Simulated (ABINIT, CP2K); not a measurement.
An ABINIT input for a self-consistent single point of LiCuS₂ (Pnnm, 8 atoms in the cell) (DFT, PBEsol, plane waves, PAW (JTH v2.0 PBE PAW, files made for PBE)):

```
# LiCuS2, JTH v2.0 PBE PAW
pp_dirpath "./"
pseudos "Li.GGA_PBE-JTH.xml, Cu.GGA_PBE-JTH.xml, S.GGA_PBE-JTH.xml"
acell 3*1.0 Angstrom
rprim
         5.9655400000    0.0000000000    0.0000000000
         0.0000000000    6.6546100000    0.0000000000
         0.0000000000    0.0000000000    3.3749900000
natom 8
ntypat 3
znucl 3 29 16
typat 1 1 2 2 3 3 3 3
xcart
         0.0000000000    6.2876951831    3.1889033867
         5.6366183928    0.0000000000    0.0000000000
         0.0000000000    0.0000000000    0.0000000000
         5.6366183928    6.2876951831    3.1889033867
         2.0749519627   10.7401378962    3.1889033867
         9.1982848228    1.8352524700    3.1889033867
         7.7115703555    8.1229476531    0.0000000000
         3.5616664300    4.4524427131    0.0000000000
ecut 30
pawecutdg 60
pawxcdev 0
ixc -116133
occopt 1
nband 36
kptopt 1
ngkpt 3 3 5
nshiftk 1
shiftk 0 0 0
nstep 100
toldfe 1.0e-09
diemac 9
prtwf 0
prtden 0
enunit 2
```

Question: Translate this input to CP2K.

Answer: One input that does it (others would too):

```
&GLOBAL
  PROJECT scf
  RUN_TYPE ENERGY_FORCE
  PRINT_LEVEL LOW
&END GLOBAL
&FORCE_EVAL
  METHOD Quickstep
  STRESS_TENSOR ANALYTICAL
  &DFT
    BASIS_SET_FILE_NAME BASIS_MOLOPT
    POTENTIAL_FILE_NAME GTH_POTENTIALS
    &QS
      METHOD GPW
      EPS_DEFAULT 1E-10
    &END QS
    &MGRID
      CUTOFF 600
      REL_CUTOFF 50
      NGRIDS 5
    &END MGRID
    &SCF
      SCF_GUESS ATOMIC
      EPS_SCF 1E-6
      MAX_SCF 100
      ADDED_MOS 9
      &DIAGONALIZATION
        ALGORITHM STANDARD
      &END DIAGONALIZATION
      &MIXING
        METHOD BROYDEN_MIXING
        ALPHA 0.4
        NBUFFER 8
        BETA 1.5
      &END MIXING
    &END SCF
    &KPOINTS
      SCHEME MONKHORST-PACK 3 3 5
    &END KPOINTS
    &XC
      &XC_FUNCTIONAL
        &PBE
          PARAMETRIZATION PBESOL
        &END PBE
      &END XC_FUNCTIONAL
    &END XC
    &PRINT
      &MO
        EIGENVALUES T
        OCCUPATION_NUMBERS T
        NDIGITS 8
        FILENAME mo
        &EACH
          QS_SCF 0
        &END EACH
        ADD_LAST NUMERIC
      &END MO
      &MULLIKEN OFF
      &END MULLIKEN
    &END PRINT
  &END DFT
  &SUBSYS
    &CELL
      A 5.96554000 0.00000000 0.00000000
      B 0.00000000 6.65461000 0.00000000
      C 0.00000000 0.00000000 3.37499000
      PERIODIC XYZ
    &END CELL
    &COORD
      Li       0.00000000     3.32730500     1.68749500
      Li       2.98277000     0.00000000     0.00000000
      Cu       0.00000000     0.00000000     0.00000000
      Cu       2.98277000     3.32730500     1.68749500
      S        1.09801729     5.68343622     1.68749500
      S        4.86752271     0.97117378     1.68749500
      S        4.08078729     4.29847878     0.00000000
      S        1.88475271     2.35613122     0.00000000
    &END COORD
    &KIND Li
      BASIS_SET DZVP-MOLOPT-SR-GTH
      POTENTIAL GTH-PBE-q3
    &END KIND
    &KIND Cu
      BASIS_SET DZVP-MOLOPT-SR-GTH
      POTENTIAL GTH-PBE-q11
    &END KIND
    &KIND S
      BASIS_SET DZVP-MOLOPT-SR-GTH
      POTENTIAL GTH-PBE-q6
    &END KIND
  &END SUBSYS
  &PRINT
    &FORCES ON
    &END FORCES
    &STRESS_TENSOR ON
    &END STRESS_TENSOR
  &END PRINT
&END FORCE_EVAL
```

Basis, cutoffs, solver keys and any potentials are the target program's own. This input uses DFT PBEsol, GPW, DZVP-MOLOPT-SR-GTH basis, GTH-PBE potentials (GTH_POTENTIALS).

The starting cell comes from a database of computed structures (which also holds hypothetical and non-ambient phases and stackings), without a prior relaxation at this level.
